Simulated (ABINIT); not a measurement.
## Pressure against volume in fcc Pd (space group 225) (ABINIT, PBE)

```
Pd
1.0
    0.00000     1.91042     1.91042
    1.91042     0.00000     1.91042
    1.91042     1.91042     0.00000
Pd
1
Direct
  0.00000   0.00000   0.00000
```

Computed with PBE, norm-conserving pseudopotentials (PseudoDojo nc-sr-05 PBE standard) (plane waves; ABINIT). Settings: pseudos = [Pd.upf]; ecut = 106 Ry; ixc = 11; occopt = 3; tsmear = 0.00183747 Ha; ngkpt = 26 26 26; nshiftk = 1; shiftk = 0 0 0; potentials = PseudoDojo nc-sr-05 PBE standard; nband = 14; kptopt = 1; nstep = 60; tolvrs = 1e-10. The cell above is the first row's. The rows scale it uniformly. In all rows the k mesh is held.

```
V (Å^3/atom)  P (GPa)
------------  -------
13.945              ?
14.248          14.87
14.551           9.92
14.854           5.56
15.157           1.72
15.461          -1.65
15.764          -4.61
16.067          -7.21
16.370          -9.48
```

The 8 complete rows are fitted with a cubic, P against V. With u = V - 15.3, the rows have u = -1.0520, -0.7490, -0.4460, -0.1430, 0.1610, 0.4640, 0.7670, 1.0700. Least squares gives P = 0.076 - 11.1529·u + 2.4213·u² - 0.3255·u³. Residuals (row less fit): 0.003, -0.005, -0.001, -0.001, 0.008, 0.000, -0.009, 0.004; standard error 0.007 (degrees of freedom: 4). The fitted pressure is zero at V0 = 15.31, where dP/dV = -11.12, so B0 = -V0·dP/dV = 170 GPa.

Task: Estimate the missing P (V = 13.945); what did the run itself give?

Result: u = -1.3550, so P = 0.076 - 11.1529 × (-1.3550) + 2.4213 × (-1.3550)² - 0.3255 × (-1.3550)³ = 20.444 GPa. The calculation gives 20.50 GPa, 0.056 GPa above the prediction (0.2 % of the range of P in the table). The row lies outside the fitted rows, so this is an extrapolation. From the scatter of the fitted rows alone, a prediction at this place has a standard error of 0.019 GPa, so the miss is 3.0 times that.

Carrying the step between the two nearest rows on in a straight line would have given 19.82, off by 0.68; series whose last step already gives the withheld value aren't shown. The scan was laid around a cell of about the measured size, scaled by a guess for this functional. Spin polarisation is off. Cutoffs and mesh are single choices, not tested for convergence of this quantity. Series with a scatter that would blur these digits, or in which a gap closes, are not shown.
